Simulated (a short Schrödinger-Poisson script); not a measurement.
## MOS inversion layer, SiO2 on p-type Si(100)

Structure: MOS inversion layer, SiO2 on p-type Si(100), at 300 K.

```
layer  material  thickness (nm)  Na (cm⁻³)
-----  --------  --------------  ---------
1          SiO2             1.9          -
2            Si             680       1e17
```

The device is made up for the run: typed textbook-type constants, with dimensions and the other settings drawn at random. SiO2: permittivity 3.9, conduction-band edge (eV) 3.15, gap (eV) 9, electron mass (mₑ) 0.5. Si: permittivity 11.7, conduction-band edge (eV) 0, gap (eV) 1.124, Nv at 300 K (cm⁻³) 3.1e19.

Channel valleys (confinement mass, in-plane density-of-states mass, number): Δ2 0.916, 0.19, 2; Δ4 0.19, 0.417, 4. At the gate the conduction-band edge of layer 1 lies 3.75 eV − eVg above the Fermi level of the channel; the field vanishes at the back. Gaps are held at their typed values at every temperature. Mesh 0.03 nm at interfaces.

Solved with a short Schrödinger-Poisson script written for these runs: 1D Poisson equation in equilibrium, electrons quantum, Hartree (BenDaniel-Duke, 12 states a valley, the channel's in-plane mass for all, wave functions ending at the dielectric), parabolic valleys, classical holes, full ionisation, no traps, pinning or gate leakage.

```tsv
Vg (V)	electrons (cm⁻²)	C (μF/cm²)	Δ2 E0 (meV)	Δ2 E1 (meV)	Δ4 E0 (meV)	Δ4 E1 (meV)
0.3	1.05e6	0.113	421.0	454.0	451.5	506.1
0.4	3.41e7	0.105	329.4	364.2	361.5	419.3
0.5	1.15e9	0.105	237.3	273.8	270.9	331.6
0.6	3.43e10	0.252	148.1	186.4	183.4	246.8
0.7	3.34e11	0.824	86.6	128.6	125.6	192.1
0.8	9.41e11	1.12	56.1	103.6	100.5	170.3
0.9	1.68e12	1.25	37.5	90.5	87.3	160.1
1	2.48e12	1.32	24.0	82.1	79.0	154.2
1.1	3.31e12	1.37	13.1	76.1	73.0	150.3
1.2	4.17e12	1.40	4.0	71.5	68.4	147.5
1.3	5.06e12	1.42	-4.1	67.7	64.6	145.4
1.4	5.95e12	1.44	-11.5	64.5	61.4	143.7
1.5	6.86e12	1.46	-18.2	61.7	58.7	142.4
1.6	7.77e12	1.47	-24.6	59.2	56.2	141.2
1.7	8.69e12	1.48	-30.6	56.9	53.9	140.2
1.8	9.62e12	1.49	-36.4	54.8	51.8	139.3
1.9	1.06e13	1.50	-41.9	52.9	49.8	138.5
2	1.15e13	1.51	-47.3	51.0	48.0	137.7
2.1	1.24e13	1.51	-52.6	49.2	46.2	137.1
2.2	1.34e13	1.52	-57.7	47.6	44.5	136.5
2.3	1.43e13	1.52	-62.8	46.0	42.9	135.9
```

Subbands count from the Fermi level.
